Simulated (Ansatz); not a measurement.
# Defect calculation: Al on the Si site + C vacancy (Al_Si+V_C) in 3C silicon carbide

Method: PBE, PAW (plane waves to 420 eV; Ansatz, a first-principles code). A 2×2×2 supercell of 64 sites was used; the energies come from a 2×2×2 shifted sampling of its zone. Sites at the start: the Si site; C 1.90 Å away. Charged cells carry a point-charge image correction with potential alignment at far atoms. Dielectric constants: PBE linear response of the host. Host gap at this level: 1.37 eV. These values are not converged in cell size to better than tenths of an eV. PBE underestimates the host's gap, which shifts levels and can delocalise carriers. Spin–orbit coupling is left out. Each state is the lowest found from its start.

Formation energies E_f are given with the Fermi level at the valence-band maximum. Chemical conditions: C-rich (Δμ(C) = 0.00 eV, Δμ(Si) = -0.41 eV, Δμ(Al) = -0.16 eV, bounded by Al4C3 (R-3m); only phases computed here count, gases as isolated molecules at 0 K). Reference phases: Al: fcc Al, C: graphite, Si: silicon.

```csv
charge,moment (μB),largest move off a lattice site (Å),image correction with alignment (eV),"E_f, C-rich (eV)"
+2*,quenched,0.10,–,–
+1,not spin-polarised,0.10,0.00,1.98
0*,fractional,0.07,–,–
```

* At this level the carrier isn't localised at the defect: at charge +2 holes occupy the valence band; at charge 0 electrons occupy the conduction band. Such a state is shallow or no state of the defect, and this cell gives it no level.

Starting moments that weren't kept: charge +2 began with 1 μB and ended with 0.0; charge 0 began with 1 μB and ended with 0.5.

All states together cost about 40 core-minutes (a rough figure).
